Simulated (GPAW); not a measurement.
## Equation of state of rock-salt CaO (space group 225): energy against volume (GPAW, PBEsol)

```yaml
crystal:
  lattice:
    - [0.00000, 2.33517, 2.33517]
    - [2.33517, 0.00000, 2.33517]
    - [2.33517, 2.33517, 0.00000]
  atoms:
    - { symbol: Ca, position: [0.00000, 0.00000, 0.00000] }
    - { symbol: O, position: [0.50000, 0.50000, 0.50000] }
```

Level of theory: PBEsol, GPAW PAW datasets PBEsol (made by gpaw-setup) (plane waves; GPAW). Settings: mode = pw; ecut = 1040 eV; xc = PBEsol; kpts = 12 12 12; mesh shift (steps) = 0 0 0; occupations.name = fermi-dirac; occupations.width = 0.01 eV; nbands = -4; convergence.bands = -2; symmetry.symmorphic = false; symmetry.tolerance = 0.0005; maxiter = 150. The cell above is the first row's. The rows scale it uniformly. In all rows fractional positions and the k mesh are held. E is the free energy at the stated smearing, counted from the lowest row.

| V (Å^3/atom) | E (meV/atom) |
|---|---|
| 12.734 | ? |
| 13.011 | 11.10 |
| 13.287 | 3.20 |
| 13.564 | 0.00 |
| 13.841 | 0.89 |
| 14.118 | 5.50 |
| 14.395 | 13.45 |
| 14.671 | 24.38 |
| 14.948 | 37.99 |

### Question
Using the third-order Birch-Murnaghan form, a cubic in V^(-2/3), estimate the missing E at V = 12.734 from the other rows, showing the fit.

### Answer
With u = V^(-2/3) - 0.173, the rows have u = 0.007770, 0.005258, 0.002823, 0.000469, -0.001808, -0.004011, -0.006137, -0.008205. Least squares gives E = 1.531 - 1556.95·u + 355346·u² + 430973·u³. Residuals (row less fit): 0.011, -0.031, 0.023, 0.011, -0.005, -0.015, 0.010, 0.000; standard error 0.023 (degrees of freedom: 4). Its minimum lies at u = 0.002182, so V0 = (0.175182)^(-3/2) = 13.64. There d²E/du² = 716300 and d³E/du³ = 2586000, so B0 = (4/9) × 13.64^(-7/3) × 716300 × 0.160218 = 115 GPa (the last factor turns the table's units into GPa), and B0' = 4 + (2/3) × 0.175182 × (2586000)/716300 = 4.4. The program's pressures in the fitted runs (not shown) pass through zero at V = 13.64, 0.01 % from this V0. At the withheld row, u = 0.010382, so E = 1.531 - 1556.95 × 0.010382 + 355346 × 0.010382² + 430973 × 0.010382³ = 24.150 meV/atom. The calculation gives 24.17 meV/atom, 0.020 meV/atom above the prediction (0.1 % of the range of E in the table). The row lies outside the fitted rows, so this is an extrapolation. From the scatter of the fitted rows alone, a prediction at this place has a standard error of 0.068 meV/atom, so the miss is 0.3 times that.

Carrying the step between the two nearest rows on in a straight line would have given 19.03, off by 5.14; series whose last step already gives the withheld value aren't shown. The scan was laid around a cell of about the measured size, scaled by a guess for this functional. The runs keep the symmetry of the cell, so they don't test it for distortions. Cutoffs and mesh are single choices, not tested for convergence of this quantity. Series with a scatter that would blur these digits, or in which a gap closes, are not shown. Nor are scans whose minimum lies at an end fitted in this form.
